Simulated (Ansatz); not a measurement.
The starting structures come from a database of crystals and need not be the phases stable at ambient conditions.

By PBEsol, the system below comes out a metal.

A figure of merit of an interconnect metal is its ballistic conductance per area.

Input:

```xyz
8
Lattice="3.1356 0.0000 0.0000 0.0000 14.1305 0.0000 1.5678 0.0000 2.7155" Properties=species:S:1:pos:R:3 pbc="T T T"
Ti     3.1356     5.9523     1.8103
Ti     1.5678     8.1782     0.9052
Ti     1.5678    13.0176     0.9052
Ti     3.1356     1.1129     1.8103
In     3.1356    10.5979     1.8103
In     1.5678     3.5326     0.9052
C      0.0000     7.0653     0.0000
C      0.0000     0.0000     0.0000
```

Space group of this cell: P6_3/mmc. The cell is taken as given; by PBEsol its mean pressure is -3.9 GPa.

The current flows along the normal of the first two printed cell vectors, the (100) plane of the conventional cell. No spin-orbit coupling; the value is a mean over 0.1 eV about the Fermi level.

Q: Predict the ballistic conductance per area from Ansatz (an electronic-structure program) with PBEsol.

A: 0.47 × 10¹⁵ S/m² for both spins.
